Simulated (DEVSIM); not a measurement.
Structure: Schottky contact on n-type Si, at 400 K.

Layer 1 from the left is Si, thickness (μm) 3.40, Nd (cm⁻³) 2e16, τn (s) 0.00016, τp (s) 0.00016. Layer 2 from the left is Si, thickness (μm) 18.0, Nd (cm⁻³) 1.2e18, τn (s) 0.00016, τp (s) 0.00016.

Left contact: Schottky, work function 4.83 eV, emission velocity 2.7e6 cm/s. Right contact: ohmic. Voltage is applied to the left contact. Recombination: SRH at mid-gap, Auger. Mobility is μmin + (μ − μmin)/(1 + (N/Nref)^α).

Constants are typed, rounded textbook-type inputs, not results; the design itself was drawn at random and stands for no fabricated device. Values at 300 K; Nc and Nv go as T^1.5, mobilities as T to minus their exponent, the gap by Varshni's rule with the affinity fixed.

Si: gap (eV) 1.124, affinity (eV) 4.05, permittivity 11.7, Nc (cm⁻³) 2.86e19, Nv (cm⁻³) 3.1e19, μn (cm²/Vs) 1417, μp (cm²/Vs) 470, μn,min 52, μp,min 45, Nref,n 9.7e16, Nref,p 2.2e17, αn 0.68, αp 0.72, T exponent of μn 2.3, T exponent of μp 2.2, Cn (cm⁶/s) 2.8e-31, Cp (cm⁶/s) 9.9e-32, Varshni α (eV/K) 0.000473, Varshni β (K) 636.

DEVSIM, 1D drift-diffusion, Boltzmann statistics, complete ionisation; no tunnelling, impact ionisation, image-force lowering or self-heating. Metal contacts follow the ideal Schottky-Mott rule: no Fermi-level pinning, no interface dipoles.

Dark forward current:

| |V| (V) | |J| (A/cm²) |
|---|---|
| 0.05 | 0.008429 |
| 0.10 | 0.04409 |
| 0.15 | 0.1947 |
| 0.20 | 0.8268 |
| 0.25 | 3.424 |
| 0.30 | 13.37 |
| 0.35 | 44.61 |
| 0.40 | 113.7 |
| 0.45 | 222.0 |
| 0.50 | 361.4 |
| 0.55 | 529.9 |
| 0.60 | 736.4 |
| 0.65 | 996.7 |
| 0.70 | 1323 |
| 0.75 | 1716 |
| 0.80 | 2170 |

Task: Work out the local ideality factor n = ΔV / (kT/q · ln(J2/J1)) between the rows 0.15 and 0.20 V, 0.75 and 0.80 V.

Result: kT/q = 34.47 mV. From 0.15 to 0.20 V: ln(0.8268/0.1947) = 1.446, n = 1.00, near the 1 of diffusion or emission over a barrier. From 0.75 to 0.80 V: ln(2170/1716) = 0.235, n = 6.18.

Task: Estimate the current at 0.20 V for emission alone, J0 = q v N_band exp(−φB/kT), and read the barrier back from the simulated current.

Result: φB = 0.780 eV, N_band = 4.40e19 cm⁻³, J0 = 0.00283 A/cm²; J = J0 (exp(qV/kT) − 1) = 0.935 A/cm². The simulation gives 0.827 A/cm²; the estimate lies 13 % above. Read backwards, the simulated current gives an apparent barrier of 0.784 eV. The estimate leaves out transport through the depletion region and minority injection.
